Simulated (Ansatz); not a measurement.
Base system: TaGa3 (space group I4/mmm, No. 139; relaxed with 0.1 eV smearing).

```
TaGa3
1.0
   -1.88853     1.88853     4.31855
    1.88853    -1.88853     4.31855
    1.88853     1.88853    -4.31855
Ta Ga
1 3
Direct
  0.00000   0.00000   0.00000
  0.50000   0.50000   0.00000
  0.75000   0.25000   0.50000
  0.25000   0.75000   0.50000
```

Cartesian axes are those of the cell as printed.

The values are results of plane-wave PAW DFT at the PBEsol level (Ansatz, an electronic-structure program, 420 eV), no SOC, not measurements.

It is then changed as follows: tensile biaxial strain of 1.13 % in the plane normal to [001], as in epitaxy on a mismatched substrate; the out-of-plane cell vector and the atoms relax.

**Question.** Predict the new out-of-plane strain and in-plane stress.

**Answer.** The out-of-plane strain comes out as -0.58 %; the mean in-plane stress (compression positive) comes out as -3.5 GPa.

Stability against distortions was not tested. The final runs are not spin-polarised.
